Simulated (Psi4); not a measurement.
Psi4 1.11, B3LYP/def2-svp: Mo(NMe2)(H)5 (C[N](C)[MoH5]), 15 atoms. The geometry is a generated start, not checked to be a minimum at this level.

```
Quantity                                              Value
--------------------------  -------------------------------
task                                                 energy
method                                                b3lyp
basis                                              def2-svp
memory                                                 3 GB
maxiter                                                 100
keys of the molecule block                      symmetry c1
scf_type                                       df (default)
e_convergence                               1e-06 (default)
d_convergence                               1e-06 (default)
dft_radial_points                              75 (default)
dft_spherical_points                          302 (default)
effective core potentials   those of the basis set, past Kr
basis functions                                         128
grid points                                          320377
```

```xyz
15

Mo    -0.5575    -0.1137    -1.2828
N     -0.0108     0.2169     0.4807
C     -0.1070     0.9488     1.7046
C      1.0267    -0.7614     0.4444
H     -0.3177     0.2720     2.5445
H      0.8404     1.4658     1.9170
H     -0.9036     1.6841     1.6350
H      2.0300    -0.3182     0.5866
H      0.8717    -1.5703     1.1805
H      0.9711    -1.2088    -0.6128
H     -1.6700     1.0224    -0.8578
H     -1.4150    -1.4975    -0.8263
H     -1.4653     0.1580    -2.6232
H      0.0128    -1.1505    -2.4097
H      0.6941     0.8525    -1.8809
```

Charge 0 and multiplicity 1 are set for this test and not shown to be the ground state.

With the defaults (diis = true, scf_initial_accelerator = adiis, damping_percentage = 0, level_shift = 0, level_shift_cutoff = 0.01, guess = auto, which took SAD, diis_max_vecs = 10, soscf = false, soscf_start_convergence = 0.01) it converges in 12 SCF iterations. One run each on 2 threads, with these changes:
- level_shift = 0.5, level_shift_cutoff = 0.001
- guess = gwh
- damping_percentage = 20
- scf_initial_accelerator = ediis
- diis = false, scf_initial_accelerator = none, damping_percentage = 60
- guess = sadno
- guess = modhuckel
- soscf = true, soscf_start_convergence = 0.1
- diis_max_vecs = 6

Which runs fail or end elsewhere than the default run?

No convergence: diis = false, scf_initial_accelerator = none, damping_percentage = 60 (the run ends without SCF convergence in 100 iterations). The rest reach the solution of the defaults.

| setting | SCF iterations | JK calls | end |
|---|---|---|---|
| soscf = true, soscf_start_convergence = 0.1 | 7 | 28 | same solution |
| level_shift = 0.5, level_shift_cutoff = 0.001 | 11 | 12 | same solution |
| diis_max_vecs = 6 | 11 | 12 | same solution |
| the defaults | 12 | 13 | same solution |
| scf_initial_accelerator = ediis | 12 | 13 | same solution |
| guess = sadno | 12 | 12 | same solution |
| guess = modhuckel | 13 | 40 | same solution |
| guess = gwh | 14 | 14 | same solution |
| damping_percentage = 20 | 22 | 23 | same solution |
| diis = false, scf_initial_accelerator = none, damping_percentage = 60 | 100 | 101 | no convergence |

An SOSCF iteration holds several JK calls; a Hückel guess adds calls on atoms. 1 further run of the study ended by our limits or in an error and is left out.
